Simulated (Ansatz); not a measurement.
# AlRu: response to strain

Take AlRu in the CsCl type structure (space group Pm-3m, No. 221; a = 2.983 Å; relaxed with 0.1 eV smearing) as the base.

Strains are applied to the cell and any free atomic positions relax.

Computed with plane-wave PAW DFT at the r2SCAN level (Ansatz, a program for electronic structure, 500 eV), no spin-orbit coupling.

```json
[
 {"isotropic strain (%)": "0", "pressure (GPa)": "0.0"},
 {"isotropic strain (%)": "0.5", "pressure (GPa)": "-3.2"},
 {"isotropic strain (%)": "1", "pressure (GPa)": "-6.2"},
 {"isotropic strain (%)": "1.5", "pressure (GPa)": "?"},
 {"isotropic strain (%)": "2", "pressure (GPa)": "-11.5"},
 {"isotropic strain (%)": "2.5", "pressure (GPa)": "-13.9"},
 {"isotropic strain (%)": "3", "pressure (GPa)": "-16.1"}
]
```

Q: Fit P = P₀ − Bδ + Cδ² with δ = (1 + ε)³ − 1 to the rows shown and predict the withheld row.

A: Least squares on the printed values gives P₀ = 0.0 GPa, B = 217 GPa, C = 473 GPa (largest residual 0.0 GPa); this predicts -8.9 GPa, and the run gives -8.9 GPa, in agreement.

Stability against distortions was not tested. The final runs are not spin-polarised.
